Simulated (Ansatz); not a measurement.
Start from PbTe in the rock salt structure (space group Fm-3m, No. 225; a = 6.442 Å). Axes: x, y, z lie along the cube axes.

Now apply this change: biaxial strain +0.80 %, plane normal [001], relaxed out of plane (Cartesian); in-plane vectors clamped, the third vector and the atoms free.

Levels (all Ansatz, a program for electronic structure, PAW): PBEsol (420 eV, no spin-orbit coupling); r2SCAN (500 eV, spin-orbit coupling left out); HSE06 (420 eV, no spin-orbit coupling).

One geometry, relaxed with PBEsol, under each level:

| level | band gap | lowest conduction level above the VBM at special points | pressure |
|---|---|---|---|
| PBEsol | 0.67 eV | N 0.67 eV; G 1.64 eV; R 1.64 eV; P 1.68 eV | -6.5 kbar |
| r2SCAN | (withheld) | (withheld) | (withheld) |
| HSE06 | 1.13 eV | N 1.13 eV; G 2.10 eV; R 2.10 eV; Γ 4.66 eV | – |

Question: Give the withheld r2SCAN results.

Answer: 
- r2SCAN, band gap: 1.03 eV
- r2SCAN, lowest conduction level above the VBM at special points: N 1.03 eV; G 1.88 eV; R 1.88 eV; P 1.92 eV
- r2SCAN, pressure: 12.3 kbar

Single points use the geometry relaxed with PBEsol. Their cutoffs differ, which shifts pressures a little. HSE06 was sampled on its mesh, a few special points and the semilocal edge points, so its gap is an upper bound. Spin-orbit coupling, missing from the scalar runs, can matter with Pb and Te. Stability against distortions was not tested. Labels are those of the standard path for the cell's own space group.
